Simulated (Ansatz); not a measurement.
**Hexagonal WC**

All values below come from r²SCAN+rVV10 in Ansatz (plane waves, PAW).

Settings: plane-wave cutoff 500 eV, 18×18×14 k mesh (along the axes of the cell as run), Fermi–Dirac smearing 0.05 eV, no spin polarisation, scalar-relativistic PAW data made under PBE.

Cell (relaxed at this level):

WC has the hexagonal space group P-6m2 (No. 187), Pearson symbol hP2. Lattice parameters: a = 2.9065 Å, b = 2.9065 Å, c = 2.8329 Å, α = 90.00°, β = 90.00°, γ = 120.00°. W on 1a sees 6 C at 2.196 Å and 8 W at 2.833–2.907 Å. C on 1f has 6 W at 2.196 Å (trigonal prismatic). (Neighbours: up to the widest gap in distance over summed covalent radii, below 1.35, at either atom; cation-cation and far metal-metal contacts left out.)

```
Item                                   Result
------------------------------  -------------
equilibrium volume per atom     10.36 Å³/atom
equilibrium lattice constant a        2.907 Å
lattice parameter c                   2.833 Å
```

Measured, for comparison: lattice constant a 2.906 Å, lattice parameter c 2.837 Å (300 K, no zero-point or thermal correction; as tabulated in Wikipedia's data pages). Computed (rounded) less measured: lattice constant a 0.0 %, lattice parameter c -0.1 %.

Spin–orbit coupling is not included.

The computed numbers hold no vibrational or temperature effects.

Computing time: very roughly 110 core-seconds.

Ansatz is a quantum-chemistry and plane-wave program.
